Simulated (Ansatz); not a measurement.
Base system: LiCl in the rock salt structure (space group Fm-3m, No. 225; a = 5.064 Å).

The change: the cell is scaled by 0.9950 in all directions, atoms relaxed at fixed cell.

Method: Ansatz (a quantum-chemistry and plane-wave program), PBEsol, PAW, cutoff 420 eV, scalar-relativistic without spin-orbit coupling.

Base, band edges from the VBM (valence, conduction): X -1.20, 7.78; W -1.15, 9.52; L -0.28, 6.58; Γ 0.00, 6.35; K -0.91, 7.91; U -0.91, 7.91 eV.

Problem. Give the band edges at the high-symmetry points of the new zone, measured from its valence-band maximum.

Solution. 
| point | valence edge (eV) | conduction edge (eV) |
|---|---|---|
| Γ | 0.00 | 6.44 |
| X | -1.23 | 7.81 |
| U | -0.93 | 7.92 |
| K | -0.93 | 7.92 |
| L | -0.29 | 6.59 |
| W | -1.18 | 9.57 |

The gap is 6.44 eV, direct at Γ.

The cells carry an imposed strain or load. Whether these cells are dynamically stable was not tested.
